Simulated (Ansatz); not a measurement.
Results of r²SCAN (Ansatz, a first-principles code, plane waves, PAW) for LaN (P6₃mc, No. 186, 4 atoms in the cell; start mp-567290; a measured phase of this formula has another space group).

Numerical settings: plane-wave cutoff 560 eV, 12×12×6 k mesh (along the axes of the cell as run), Fermi–Dirac smearing 0.01 eV, scalar-relativistic PAW data made under PBE.

Cell (relaxed at this level):

```cif
data_La2N2
_chemical_formula_sum 'La2 N2'
_space_group_name_H-M_alt 'P63mc'
_space_group_IT_number 186
_space_group_name_Hall 'P 6c -2c'
_cell_length_a 4.15669
_cell_length_b 4.15669
_cell_length_c 5.85869
_cell_angle_alpha 90.000
_cell_angle_beta 90.000
_cell_angle_gamma 120.000
loop_
_atom_site_label
_atom_site_type_symbol
_atom_site_symmetry_multiplicity
_atom_site_Wyckoff_symbol
_atom_site_fract_x
_atom_site_fract_y
_atom_site_fract_z
_atom_site_occupancy
La1 La 2 b 0.66667 0.33333 0.49472 1
N1 N 2 b 0.33333 0.66667 0.41528 1
```

Give the computed band gap, Γ–Γ gap and bulk modulus B0.


- band gap = 1.44 eV (on the SCF k mesh)
- Γ–Γ gap = 1.90 eV
- bulk modulus B0 = 82.1 GPa

Note: the relaxation could not lower the start's symmetry, so the cell can be a saddle point above a distorted one; the bulk modulus is −V dP/dV from two relaxed cells at ±2 % in volume.

Spin–orbit coupling is not included.

Static lattice: no zero-point or thermal effects.

A start named mp-… is a Materials Project structure, which need not be a measured phase.
